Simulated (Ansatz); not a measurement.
The parent structure is CdTe in the zinc blende structure (space group F-43m, No. 216; a = 6.489 Å).

Perturbation: a hydrostatic pressure of 1.5 GPa.

Levels (all Ansatz, an electronic-structure program, PAW): PBEsol (420 eV, spin-orbit coupling left out); r2SCAN (500 eV, scalar-relativistic without spin-orbit coupling); HSE06 (420 eV, no SOC).

One geometry, relaxed with PBEsol, under each level:

Notes on the quantities. hole mass: degenerate bands, along [100].

| level | band gap | lowest conduction level above the VBM at special points | electron mass | hole mass | pressure |
|---|---|---|---|---|---|
| PBEsol | 0.75 eV | Γ 0.75 eV; L 1.77 eV; X 2.44 eV; K 2.80 eV | 0.061 mₑ (at Γ) | 0.062, 0.49, 0.49 mₑ (at Γ) | 1.48 GPa |
| r2SCAN | [?] | [?] | [?] | [?] | [?] |
| HSE06 | 1.74 eV | Γ 1.74 eV; L 2.68 eV; X 3.22 eV | – | – | – |

Give the withheld r2SCAN results.


- r2SCAN, band gap: 1.38 eV
- r2SCAN, lowest conduction level above the VBM at special points: Γ 1.38 eV; L 2.28 eV; X 2.83 eV; K 3.21 eV
- r2SCAN, electron mass: 0.099 mₑ (at Γ)
- r2SCAN, hole mass: 0.10, 0.49, 0.49 mₑ (at Γ)
- r2SCAN, pressure: 3.03 GPa

Single points use the geometry relaxed with PBEsol. Their cutoffs differ, which shifts pressures a little. With Te present, leaving out spin-orbit coupling can change the band edges. Load acts through the strain it causes; cell and atoms are relaxed under it. Effective masses come from finite differences of ±0.01 Å⁻¹. Whether these cells are dynamically stable was not tested.
